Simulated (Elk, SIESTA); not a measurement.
A SIESTA input for a self-consistent single point of Sn2Ir (Fm-3m, 3 atoms in the cell) (DFT, LDA PW92, numerical atomic orbitals TZP, PseudoDojo LDA standard norm-conserving potentials (rewritten from UPF to PSML)):

```
# files in the folder: Sn.psml Ir.psml (PseudoDojo LDA standard)
SystemName  Sn2Ir
SystemLabel siesta

NumberOfAtoms                3
NumberOfSpecies              2
%block ChemicalSpeciesLabel
  1 50 Sn
  2 77 Ir
%endblock ChemicalSpeciesLabel
LatticeConstant              1.0 Ang
%block LatticeVectors
     0.000000000    3.183525000    3.183525000
     3.183525000    0.000000000    3.183525000
     3.183525000    3.183525000    0.000000000
%endblock LatticeVectors
AtomicCoordinatesFormat      Fractional
%block AtomicCoordinatesAndAtomicSpecies
     0.750000000    0.750000000    0.750000000  1
     0.250000000    0.250000000    0.250000000  1
     0.000000000    0.000000000    0.000000000  2
%endblock AtomicCoordinatesAndAtomicSpecies

XC.functional                LDA
XC.authors                   PW92
PAO.BasisSize                TZP
PAO.EnergyShift              0.01 Ry
MeshCutoff                   300 Ry
%block kgrid.MonkhorstPack
   12   0   0  0.0
    0  12   0  0.0
    0   0  12  0.0
%endblock kgrid.MonkhorstPack
OccupationFunction           FD
ElectronicTemperature        0.1 eV

MaxSCFIterations             150
SCF.Mixer.Method             Pulay
SCF.Mixer.Weight             0.2
SCF.Mixer.History            8
SCF.DM.Tolerance             1.0E-04
Diag.ParallelOverK           true
WriteForces                  true
```

**Question.** Translate this input to Elk.

**Answer.** This is the input that was run; spellings and numerical settings could be chosen otherwise.

```
tasks
  0

rmtscf
  0.91

swidth
  0.00367493

maxscl
  100

scale
  1.889726125

avec
    0.0000000000    3.1835250000    3.1835250000
    3.1835250000    0.0000000000    3.1835250000
    3.1835250000    3.1835250000    0.0000000000

atoms
  2
  'Sn.in'
  2
  0.7500000000  0.7500000000  0.7500000000    0.0 0.0 0.0
  0.2500000000  0.2500000000  0.2500000000    0.0 0.0 0.0
  'Ir.in'
  1
  0.0000000000  0.0000000000  0.0000000000    0.0 0.0 0.0

ngridk
  12 12 12
```

Basis, cutoffs, solver keys and any potentials are the target program's own. This input uses DFT, LDA (PW92), all-electron FP-LAPW, Elk's shipped species files, default APW+lo basis. LDA parametrisations can differ slightly between programs.

The starting cell comes from a database of computed structures (which also holds hypothetical and non-ambient phases and stackings), without a prior relaxation at this level.
